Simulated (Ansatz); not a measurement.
How the lattice constant a of ReB (model structure, started from the rocksalt type, Fm-3m, No. 225, 2 atoms in the cell) moves with the method

No measured value is used here.

| level (code) | value (Å) |
|---|---|
| LDA (Ansatz) | 4.359 |
| PBE (Ansatz) | 4.417 |
| PBEsol (Ansatz) | 4.383 |
| r²SCAN (Ansatz) | 4.397 |

Density-functional levels without +SOC have no spin–orbit coupling. LDA, PBE, PBEsol, r²SCAN: the run has no spin polarisation, so it can have missed a magnetic state. Cutoffs differ between the levels. Ansatz's density-functional and Hartree–Fock values are scalar-relativistic unless marked +SOC, with PAW data made under PBE.

A model structure was made by putting elements into a prototype or built by hand; it is no filed structure, need not be a known phase, and can be a saddle point held by its symmetry.

Ansatz is a quantum-chemistry and plane-wave program.
